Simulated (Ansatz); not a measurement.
I on the 1x1 (111) surface of fcc Ag, one in a 2x2 cell, energies for each (29.8 Å²). Energies are against ½ I2(g), without zero-point or thermal terms; each row is named by its start.

Computed with PBE (plane waves to 420 eV, PAW; Ansatz, a program for electronic structure).

Model: 17-atom slab, 7.1 Å thick at the start under the adsorbate (thin: gaps and levels are the slab's own), 6x6x1 mesh, Fermi-Dirac 0.1 eV, dipole correction, 8 atoms held, the rest relaxed; each run with such symmetry as its start has; no spin, no spin-orbit, no U, no dispersion correction.

A negative adsorption energy means that the adsorbate is more stable on the surface than in its reference. Heights count from the host atoms within 0.3 Å of the top one.

```csv
starting site,E_ads (eV),height (Å),nearest host atom (Å),bonded to,Δ work function (eV),lateral drift (Å)
top Ag,[?],2.63,Ag 2.68,Ag,1.09,0.0
hollow Ag-Ag-Ag over Ag at depth 2.4 Å,-1.30,2.37,Ag 2.92,3 Ag,0.53,0.0
hollow Ag-Ag-Ag over Ag at depth 4.7 Å,-1.31,2.38,Ag 2.91,3 Ag,0.51,0.0
bridge Ag-Ag (span 2.9 Å),[?],2.41,Ag 2.84,2 Ag,0.61,0.0
```

What belongs in the gaps?


- top Ag, E_ads (eV): -0.94
- bridge Ag-Ag (span 2.9 Å), E_ads (eV): -1.25
